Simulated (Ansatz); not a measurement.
```
CELL_PARAMETERS angstrom
     10.23342     0.00022    -0.01600
      0.73101     3.79727     0.08259
      2.45264    -1.16393    28.44765
ATOMIC_POSITIONS crystal
  Si 0.94521 0.22892 0.07089
  Si 0.61257 0.89490 0.06967
  Si 0.27820 0.55437 0.06987
  Si 0.17368 0.10494 0.04020
  Si 0.84333 0.77728 0.04036
  Si 0.50819 0.44976 0.03951
  Si 0.69506 0.35374 0.18115
  Si 0.36216 0.02199 0.18115
  Si 0.02902 0.68497 0.18143
  Si 0.92435 0.23613 0.15416
  Si 0.59106 0.90559 0.15330
  Si 0.25792 0.57389 0.15348
  Si 0.44611 0.48070 0.29227
  Si 0.11281 0.14629 0.29213
  Si 0.77913 0.81442 0.29214
  Si 0.67480 0.36594 0.26440
  Si 0.34183 0.03239 0.26447
  Si 0.00830 0.69801 0.26462
  Si 0.19667 0.60452 0.40270
  Si 0.86302 0.27629 0.40300
  Si 0.52984 0.94058 0.40342
  Si 0.42584 0.49182 0.37555
  Si 0.09209 0.15710 0.37532
  Si 0.75871 0.82764 0.37542
  Si 0.94672 0.72654 0.51604
  Si 0.61292 0.40425 0.51719
  Si 0.27764 0.06612 0.51669
  Si 0.17566 0.61922 0.48603
  Si 0.84252 0.27924 0.48648
  Si 0.50834 0.95331 0.48715
  Al 0.09062 0.89459 0.66830
  Al 0.28871 0.28958 0.66970
  Al 0.49125 0.69218 0.66961
  Al 0.68984 0.09783 0.66904
  Al 0.89086 0.50192 0.66957
  Al 0.10944 0.38207 0.59506
  Al 0.30878 0.78621 0.59809
  Al 0.50788 0.19291 0.59760
  Al 0.70744 0.58612 0.59675
  Al 0.90853 0.98712 0.59853
  Al 0.05318 0.91422 0.81507
  Al 0.25279 0.31350 0.81517
  Al 0.45396 0.71248 0.81491
  Al 0.65308 0.11567 0.81472
  Al 0.85408 0.51519 0.81479
  Al 0.07209 0.40437 0.74169
  Al 0.27097 0.80635 0.74198
  Al 0.47187 0.20562 0.74194
  Al 0.67203 0.60281 0.74187
  Al 0.87263 0.00279 0.74179
  Al 0.01644 0.93161 0.96221
  Al 0.21732 0.33502 0.95818
  Al 0.41766 0.73300 0.95983
  Al 0.61701 0.14053 0.95895
  Al 0.81650 0.53407 0.95861
  Al 0.03433 0.42409 0.88856
  Al 0.23452 0.83206 0.88705
  Al 0.43582 0.22607 0.88755
  Al 0.63435 0.62226 0.88711
  Al 0.83635 0.01710 0.88723
```

The first 30 atoms are the substrate (Si), the rest the film (Al).

Level of theory: PBE (plane waves to 420 eV, PAW; Ansatz, an electronic-structure program). Spin–orbit coupling is left out; the runs are not spin-polarised; PBE gaps are too small against experiment. Its k-point mesh 3×7×1, Fermi–Dirac width 0.05 eV.

Describe the bonding at the interfaces and give the barriers.

A periodic stack without vacuum, fcc Al (0 0 1) on silicon (1 1 1) (film strained to the substrate, faces as cut): substrate slab Si30, film Al30, surface cells [[-2, 3], [-1, 0]] and [[5, 3], [0, 1]], film strained by -4.3 and -0.6 %, faces Si/Si and Al/Al as cut (like faces can put a slab off its formula).
The interface area is 38.9 Å² and the period comes out as 28.47 Å. The gaps between the outermost planes at the two interfaces is 2.22 and 2.20 Å and the Al–Si contacts across the interfaces within 1.22 times the sum of covalent radii is 8, mean 2.61 Å. The hole barrier (PBE) is 0.22 eV and the electron barrier (PBE) is 0.39 eV.
